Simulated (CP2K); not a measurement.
Band structure of KAuF3 (Pm-3m, 5 atoms in the cell).

```yaml
crystal:
  lattice:
    - [4.48440, 0.00000, 0.00000]
    - [0.00000, 4.48440, 0.00000]
    - [0.00000, 0.00000, 4.48440]
  atoms:
    - { symbol: K, position: [0.50000, 0.50000, 0.50000] }
    - { symbol: Au, position: [0.00000, 0.00000, 0.00000] }
    - { symbol: F, position: [0.50000, 0.00000, 0.00000] }
    - { symbol: F, position: [0.00000, 0.50000, 0.00000] }
    - { symbol: F, position: [0.00000, 0.00000, 0.50000] }
```

Computed with CP2K with LDA (Pade form), GPW, DZVP-MOLOPT-SR-GTH basis, GTH-PADE potentials (GTH_POTENTIALS).

Settings: CUTOFF = 550 Ry; REL_CUTOFF = 40 Ry; SMEAR/METHOD = FERMI_DIRAC; ELECTRONIC_TEMPERATURE = 1160.45 K; KPOINTS/SCHEME = MONKHORST-PACK 5 5 5; XC_FUNCTIONAL = PADE; K/BASIS_SET = DZVP-MOLOPT-SR-GTH-q9; K/POTENTIAL = GTH-PADE-q9; Au/BASIS_SET = DZVP-MOLOPT-SR-GTH-q11; Au/POTENTIAL = GTH-PADE-q11; F/BASIS_SET = DZVP-MOLOPT-SR-GTH-q7; F/POTENTIAL = GTH-PADE-q7; METHOD = GPW; EPS_DEFAULT = 1e-10.

The starting cell comes from a database of computed structures (which also holds hypothetical and non-ambient phases and stackings), without a prior relaxation at this level. Spin-orbit coupling is off. Values carry the incompleteness of an atom-centred basis.

Levels in eV from the Fermi level, bands 17 to 22:
```csv
point,17,18,19,20,21,22
Γ,-2.83,-2.83,-2.83,-2.18,-2.18,0.73
X,-2.81,-2.18,-1.72,-1.72,-0.92,3.49
M,-1.73,-1.73,-1.66,-1.39,0.99,4.70
R,-1.36,-1.36,-1.36,0.98,0.98,6.29
```

Bands cross the Fermi level along this path, so the cell is metallic at this level.

Higher empty bands are left out: an atom-centred basis made for the valence describes them poorly.
